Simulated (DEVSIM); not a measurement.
Device: Pd/SiO2/p-Ge capacitor, at 250 K.

```tsv
layer (left to right)	material	thickness (nm)	Na (cm⁻³)
1	SiO2	1.60	-
2	Ge	2900	4.2e16
```

Metal gate on the left, work function 5.2 eV. Fixed charge at the semiconductor interface 1.5e10 cm⁻² (in units of +e); no interface traps.

This is a model device: material constants are rounded textbook-type values typed into the input, and sizes, dopings and lifetimes were drawn at random. Values at 300 K; Nc and Nv go as T^1.5, mobilities as T to minus their exponent, the gap by Varshni's rule with the affinity fixed.

```tsv
parameter	SiO2	Ge
gap (eV)	9	0.664
affinity (eV)	0.9	4
permittivity	3.9	16
Nc (cm⁻³)	-	1.04e19
Nv (cm⁻³)	-	6e18
Varshni α (eV/K)	-	0.000477
Varshni β (K)	-	235
```

Model (solved in DEVSIM): 1D Poisson equation in equilibrium, Boltzmann statistics, complete ionisation; no quantum confinement or tunnelling. Metal contacts follow the ideal Schottky-Mott rule: no Fermi-level pinning, no interface dipoles.

### Question
Tabulate band edges, carrier densities and field at 0.95 V on the gate.

### Answer
Energies count from the Fermi level of the right contact; mesh points crowd at the junctions.

```json
[
 {"x (μm)": "0.000", "Ec (eV)": "3.350", "Ev (eV)": "-5.650", "n (cm⁻³)": "< 1e2", "p (cm⁻³)": "< 1e2", "field (V/cm)": "200000"},
 {"x (μm)": "0.0007098", "Ec (eV)": "3.365", "Ev (eV)": "-5.636", "n (cm⁻³)": "< 1e2", "p (cm⁻³)": "< 1e2", "field (V/cm)": "200000"},
 {"x (μm)": "0.001288", "Ec (eV)": "3.376", "Ev (eV)": "-5.624", "n (cm⁻³)": "< 1e2", "p (cm⁻³)": "< 1e2", "field (V/cm)": "200000"},
 {"x (μm)": "0.002182", "Ec (eV)": "0.285", "Ev (eV)": "-0.397", "n (cm⁻³)": "1.4e13", "p (cm⁻³)": "4.5e10", "field (V/cm)": "51000"},
 {"x (μm)": "0.004790", "Ec (eV)": "0.299", "Ev (eV)": "-0.384", "n (cm⁻³)": "7.5e12", "p (cm⁻³)": "8.2e10", "field (V/cm)": "50000"},
 {"x (μm)": "0.009005", "Ec (eV)": "0.319", "Ev (eV)": "-0.364", "n (cm⁻³)": "2.9e12", "p (cm⁻³)": "2.1e11", "field (V/cm)": "48000"},
 {"x (μm)": "0.01789", "Ec (eV)": "0.360", "Ev (eV)": "-0.323", "n (cm⁻³)": "4.4e11", "p (cm⁻³)": "1.4e12", "field (V/cm)": "44000"},
 {"x (μm)": "0.04398", "Ec (eV)": "0.458", "Ev (eV)": "-0.225", "n (cm⁻³)": "4.7e9", "p (cm⁻³)": "1.3e14", "field (V/cm)": "31000"},
 {"x (μm)": "0.08913", "Ec (eV)": "0.552", "Ev (eV)": "-0.131", "n (cm⁻³)": "5.9e7", "p (cm⁻³)": "1.1e16", "field (V/cm)": "11000"},
 {"x (μm)": "0.1751", "Ec (eV)": "0.581", "Ev (eV)": "-0.102", "n (cm⁻³)": "1.5e7", "p (cm⁻³)": "4.1e16", "field (V/cm)": "310"},
 {"x (μm)": "0.3561", "Ec (eV)": "0.582", "Ev (eV)": "-0.101", "n (cm⁻³)": "1.5e7", "p (cm⁻³)": "4.2e16", "field (V/cm)": "≈ 0"},
 {"x (μm)": "0.8881", "Ec (eV)": "0.582", "Ev (eV)": "-0.101", "n (cm⁻³)": "1.5e7", "p (cm⁻³)": "4.2e16", "field (V/cm)": "≈ 0"},
 {"x (μm)": "1.718", "Ec (eV)": "0.582", "Ev (eV)": "-0.101", "n (cm⁻³)": "1.5e7", "p (cm⁻³)": "4.2e16", "field (V/cm)": "≈ 0"},
 {"x (μm)": "2.301", "Ec (eV)": "0.582", "Ev (eV)": "-0.101", "n (cm⁻³)": "1.5e7", "p (cm⁻³)": "4.2e16", "field (V/cm)": "≈ 0"},
 {"x (μm)": "2.670", "Ec (eV)": "0.582", "Ev (eV)": "-0.101", "n (cm⁻³)": "1.5e7", "p (cm⁻³)": "4.2e16", "field (V/cm)": "≈ 0"},
 {"x (μm)": "2.784", "Ec (eV)": "0.582", "Ev (eV)": "-0.101", "n (cm⁻³)": "1.5e7", "p (cm⁻³)": "4.2e16", "field (V/cm)": "≈ 0"},
 {"x (μm)": "2.845", "Ec (eV)": "0.582", "Ev (eV)": "-0.101", "n (cm⁻³)": "1.5e7", "p (cm⁻³)": "4.2e16", "field (V/cm)": "≈ 0"},
 {"x (μm)": "2.873", "Ec (eV)": "0.582", "Ev (eV)": "-0.101", "n (cm⁻³)": "1.5e7", "p (cm⁻³)": "4.2e16", "field (V/cm)": "≈ 0"},
 {"x (μm)": "2.891", "Ec (eV)": "0.582", "Ev (eV)": "-0.101", "n (cm⁻³)": "1.5e7", "p (cm⁻³)": "4.2e16", "field (V/cm)": "≈ 0"},
 {"x (μm)": "2.897", "Ec (eV)": "0.582", "Ev (eV)": "-0.101", "n (cm⁻³)": "1.5e7", "p (cm⁻³)": "4.2e16", "field (V/cm)": "≈ 0"},
 {"x (μm)": "2.900", "Ec (eV)": "0.582", "Ev (eV)": "-0.101", "n (cm⁻³)": "1.5e7", "p (cm⁻³)": "4.2e16", "field (V/cm)": "≈ 0"},
 {"x (μm)": "2.902", "Ec (eV)": "0.582", "Ev (eV)": "-0.101", "n (cm⁻³)": "1.5e7", "p (cm⁻³)": "4.2e16", "field (V/cm)": "≈ 0"}
]
```
